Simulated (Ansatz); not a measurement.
An Ansatz (a program for electronic structure) run: PtSe2 with a change (biaxial strain −1.00 %, plane normal [001], relaxed out of plane); PBE-D3(BJ) (Ansatz), no spin-orbit coupling.

Input:

Ansatz 0.2 input:
```yaml
crystal:
  lattice:
    - [3.7345052875, 0, 0]
    - [1.8672526438, 3.2341764496, 0]
    - [0, 0, 4.8452600878]
  atoms:
    - { symbol: Pt, position: [0, 0, 0] }
    - { symbol: Se, position: [0.3333333333, 0.3333333333, 0.2654973339] }
    - { symbol: Se, position: [0.6666666667, 0.6666666667, 0.7345026661] }
basis: { ecutwfc: 420, ecutrho_ratio: 4, xc_grid: 2, fft_grid_basis: typed }
kpoints: { mp_grid: { grid: [18, 18, 12] } }
hamiltonian:
  xc: pbe
  dispersion: d3bj
  pseudopotentials: { kind: paw }
scf: { occupations: { method: fermi_dirac, width: 0.1 } }
relax: { f_tol: 0.005, max_steps: 50, cell: { stress_tol: 0.01, fix: [a, b, gamma] } }
output: { forces: true, stress: true }
checkpoint: { write: state.ck, write_every: 1000 }
```

Output (explanatory and most iteration lines left out):

```
Relaxation: its limit of steps is 50 (relax.max_steps)
Pseudopotential: Pt, paw, valence charge 18
Pseudopotential: Se, paw, valence charge 16
Crystal: 3 atoms, lattice volume = 58.521 Å³
Basis set: ecut = 420 eV, 1169 PW (Γ), exchange–correlation on 50×50×72 points (8 copies of the dense FFT grid, shifted against one another)
Bands: 30, of which v1, the nominal top of the filled ones, is band 25 counted from 1 (24 counted from 0)
Symmetry: 12 space group operations
Space group: P-3m1 (ITA 164), of the structure as read, at distance tolerance 3.9e-5 Å
k-points: 394 of 3888
Functional: x = pbe(κ = 0.804, μ = 0.2195149727645171), c = pbe(β = 0.06672455060314922)
SCF iter   1: F=—  HF=-23463.733710 eV  |F-HF|=—  |Δ(HF+E_count)|=         —  Δρ=2.73e-3  dr2=3.33e-3  ethr=1.77e-3  ⟨swp⟩=5.3  Hψ=45016  notcnv=0
SCF iter   2: F=—  HF=-23463.735702 eV  |F-HF|=—  |Δ(HF+E_count)|=   1.99e-3  Δρ=1.38e-3  dr2=1.60e-3  ethr=6.66e-6  ⟨swp⟩=2.0  Hψ=19406  notcnv=0
SCF 1 converged in 6 iterations: F = -23463.735383 eV  dr2 = 4.86e-9
relax step   1: F+E_penalty+E_count = -23463.73538280 eV  Δ(F+E_penalty+E_count) = +0.000e0 eV  max|allowed force component| = 1.452e-1 eV/Å  Δτ_max = 0.0000 Å  P = +2.448 GPa  Ω = 58.521 Å³  fix = [a, b, gamma]  reactions: a +3.019, b +3.019 GPa  (6 SCF iters, dr2 threshold 1.00e-7 eV, accepted)
[... steps on the carried basis left out ...]
relax step   4: F+E_penalty+E_count = -23463.73788016 eV  Δ(F+E_penalty+E_count) = -4.555e-6 eV  max|allowed force component| = 6.226e-5 eV/Å  Δτ_max = 0.0003 Å  P = +1.299 GPa  Ω = 59.049 Å³  energy of the carried Pulay correction = -1.101e-4 eV  fix = [a, b, gamma]  reactions: a +1.948, b +1.948 GPa  (4 SCF iters, dr2 threshold 6.35e-10 eV, accepted)
Crystal: 3 atoms, lattice volume = 59.049 Å³
SCF iter   1: F=—  HF=-23463.736801 eV  |F-HF|=—  |Δ(HF+E_count)|=         —  Δρ=4.29e-4  dr2=2.33e-6  ethr=9.57e-8  ⟨swp⟩=3.0  Hψ=73299  notcnv=0
SCF iter   2: F=—  HF=-23463.737982 eV  |F-HF|=—  |Δ(HF+E_count)|=   1.18e-3  Δρ=8.61e-6  dr2=1.05e-7  ethr=4.65e-9  ⟨swp⟩=2.0  Hψ=16267  notcnv=0
SCF 5 converged in 7 iterations: F = -23463.737982 eV  dr2 = 9.03e-14
SCF converged after 7 iterations
Free energy (F): -23463.737982 eV
Internal energy: -23463.713298 eV  (E = F + TS)
E sigma→0 (E₀):  -23463.725640 eV
Entropy (-TS):   -0.024684 eV (-8.228 meV/atom)
Fermi energy:    13.750617 eV
  E_disp       = -1.479159  (pairwise vdW)
--- Forces (eV/Å), atoms counted from 1 ---
  atom   1  Pt     0.00000000     0.00000000     0.00000000
  atom   2  Se     0.00000000     0.00000000    -0.00008619
  atom   3  Se    -0.00000000    -0.00000000     0.00008619
--- Stress (GPa, compression-positive) ---
        1.947632      -0.000000       0.000000
       -0.000000       1.947632       0.000000
        0.000000       0.000000      -0.003494
  P = ⅓ Tr σ = 1.2973 GPa (12.973 kbar)
--- Relaxed structure (4 steps of the walk, 4 accepted, 1 SCFs on fresh bases) ---
  cell:  # Å, volume = 59.0489 Å³
    - [3.7345052875333082, -2.8867381947457007e-11, 3.0703577828645894e-18]
    - [1.8672526437916541, 3.234176449556721, 1.5351788914406322e-18]
    - [3.9835750320777145e-18, -1.8301902795741525e-29, 4.888944391044284]
  atoms:
    - { symbol: Pt, position: [-8.216499628296846e-35, 3.969954380226899e-35, -2.386832278064509e-19] }
    - { symbol: Se, position: [0.33333333333333337, 0.3333333333333333, 0.2661592841180059] }
    - { symbol: Se, position: [0.6666666666666667, 0.6666666666666666, 0.7338407158819944] }
```

Stability against distortions was not tested. All final runs are without spin polarisation. The cell was made from PtSe2 in the CdI2 type structure (space group P-3m1, No. 164; layered) by this change: biaxial strain −1.00 %, plane normal [001], relaxed out of plane.
